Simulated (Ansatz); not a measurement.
Ansatz (a first-principles code) run on Sb2Au (P1, 12 atoms in the cell): relaxation of the atoms.

Level of theory: r2SCAN, default PAW files made with PBE (plane waves; Ansatz).

The change in words: atoms moved at random; relax: default → atoms; relax.f_tol: default → 0.005 eV/Å. Reference geometry:
```
Sb2Au
1.0
    6.65830     0.00000     0.00000
    0.00000     6.65830     0.00000
    0.00000     0.00000     6.65830
Au Sb
4 8
Direct
  0.00000   0.00000   0.00000
  0.50000   0.00000   0.50000
  0.50000   0.50000   0.00000
  0.00000   0.50000   0.50000
  0.37600   0.37600   0.37600
  0.12400   0.62400   0.87600
  0.87600   0.12400   0.62400
  0.62400   0.87600   0.12400
  0.62400   0.62400   0.62400
  0.87600   0.37600   0.12400
  0.12400   0.87600   0.37600
  0.37600   0.12400   0.87600
```

Reference input (self-consistent single point, DFT, r2SCAN, plane waves, default PAW files made with PBE): kpoints.mp_grid.grid = 3 3 3; hamiltonian.xc = r2scan; hamiltonian.pseudopotentials = {kind: paw} (the program's default PAW files); scf.occupations.method = cold; scf.occupations.width = 0.0147 Ry. This run's input differs from it in these lines:

Ansatz 0.2 input:
```diff
@@ -6,14 +6,14 @@
   atoms:
-    - { symbol: Au, position: [0.000000, 0.000000, 0.000000] }
-    - { symbol: Au, position: [0.500000, 0.000000, 0.500000] }
-    - { symbol: Au, position: [0.500000, 0.500000, 0.000000] }
-    - { symbol: Au, position: [0.000000, 0.500000, 0.500000] }
-    - { symbol: Sb, position: [0.376000, 0.376000, 0.376000] }
-    - { symbol: Sb, position: [0.124000, 0.624000, 0.876000] }
-    - { symbol: Sb, position: [0.876000, 0.124000, 0.624000] }
-    - { symbol: Sb, position: [0.624000, 0.876000, 0.124000] }
-    - { symbol: Sb, position: [0.624000, 0.624000, 0.624000] }
-    - { symbol: Sb, position: [0.876000, 0.376000, 0.124000] }
-    - { symbol: Sb, position: [0.124000, 0.876000, 0.376000] }
-    - { symbol: Sb, position: [0.376000, 0.124000, 0.876000] }
+    - { symbol: Au, position: [-0.000933, -0.002539, 0.005650] }
+    - { symbol: Au, position: [0.497512, 0.005841, 0.502011] }
+    - { symbol: Au, position: [0.498172, 0.505869, -0.004710] }
+    - { symbol: Au, position: [-0.003774, 0.501244, 0.498653] }
+    - { symbol: Sb, position: [0.377670, 0.373759, 0.377605] }
+    - { symbol: Sb, position: [0.119657, 0.619198, 0.879771] }
+    - { symbol: Sb, position: [0.882724, 0.125211, 0.621653] }
+    - { symbol: Sb, position: [0.627979, 0.876943, 0.127394] }
+    - { symbol: Sb, position: [0.623995, 0.623961, 0.619313] }
+    - { symbol: Sb, position: [0.879677, 0.372978, 0.125947] }
+    - { symbol: Sb, position: [0.122411, 0.873181, 0.370435] }
+    - { symbol: Sb, position: [0.374910, 0.124355, 0.876277] }
 kpoints:
@@ -25,2 +25,4 @@
   occupations: { method: cold, width: 0.0147 Ry }
+relax:
+  f_tol: 0.005
 output:
```

The program printed (abridged):

```
   [... SCF lines of the steps left out ...]
relax step   1: F+E_penalty+E_count = -104647.50189383 eV  Δ(F+E_penalty+E_count) = +0.000e0 eV  max|allowed force component| = 5.323e-1 eV/Å  Δτ_max = 0.0000 Å  (7 SCF iters, dr2 threshold 6.25e-7 eV, accepted)
relax step   2: F+E_penalty+E_count = -104647.38670302 eV  Δ(F+E_penalty+E_count) = +1.152e-1 eV  max|allowed force component| = 9.686e-1 eV/Å  Δτ_max = 0.1444 Å  (7 SCF iters, dr2 threshold 1.77e-5 eV, rejected (line search))
relax step   3: F+E_penalty+E_count = -104647.57824507 eV  Δ(F+E_penalty+E_count) = -7.635e-2 eV  max|allowed force component| = 7.307e-3 eV/Å  Δτ_max = 0.0503 Å  (8 SCF iters, dr2 threshold 1.00e-7 eV, accepted)
relax step   4: F+E_penalty+E_count = -104647.57827094 eV  Δ(F+E_penalty+E_count) = -2.587e-5 eV  max|allowed force component| = 1.791e-4 eV/Å  Δτ_max = 0.0018 Å  (5 SCF iters, accepted)
Crystal: 12 atoms, lattice volume = 295.182 Å³
iter 1 solved again at ethr=2.69e-12 eV; its pass at ethr=3.10e-3 eV (dr2=5.28e-9 eV) is discarded
SCF iter   1: F=—  HF=-104647.578271 eV  |F-HF|=—  |Δ(HF+E_count)|=         —  Δρ=1.29e-6  dr2=5.29e-9  dr2_τ=4.85e-10  ethr=2.69e-12  ⟨swp⟩=2.4  Hψ=5848  notcnv=0
preconditioner: auto → Resta (q_TF=auto, 2.548 Å⁻¹)
SCF iter   2: F=-104647.578271 eV  HF=-104647.578271 eV  |F-HF|=9.02e-10  |Δ(HF+E_count)|=   1.14e-9  S|Δr|=    0.00e0  Δρ=7.60e-7  dr2=1.59e-9  dr2_τ=9.12e-11  ethr=2.69e-12  ⟨swp⟩=3.0  Hψ=4448  notcnv=0
SCF 5 converged in 2 iterations: F = -104647.578271 eV  dr2 = 1.59e-9
   [... lines left out ...]
Free energy (F): -104647.578271 eV
Fermi energy:    13.168948 eV
   [... lines left out ...]
    - { symbol: Sb, position: [0.6239044112680422, 0.6239204014887307, 0.6239076553856684] }
    - { symbol: Sb, position: [0.8760687765652709, 0.3760749484819133, 0.12392405294462268] }
    - { symbol: Sb, position: [0.12393087474497898, 0.8760790199790682, 0.3760775237591236] }
    - { symbol: Sb, position: [0.37609561656921014, 0.12391240747483584, 0.8760911885049071] }
```

The run converged. 

Summary of the result:
Free energy E − TS (on the zero of these files): -104647.5783 eV
Fermi level (on the code's own zero): 13.17 eV
Pressure: 3.20 GPa
Relaxation steps: 4

The starting cell comes from a database of published, mostly measured structures (it also holds non-ambient and calculated ones), without a prior relaxation at this level. For this run, on top of that: atoms moved at random. Ansatz's pressure includes its estimate of the finite-basis (Pulay) stress. The run gives no clean gap (levels at the Fermi energy touch, overlap or are partly filled at this smearing), which alone does not show that the compound is a metal.

Cost on one core of a shared machine: roughly 6 min.
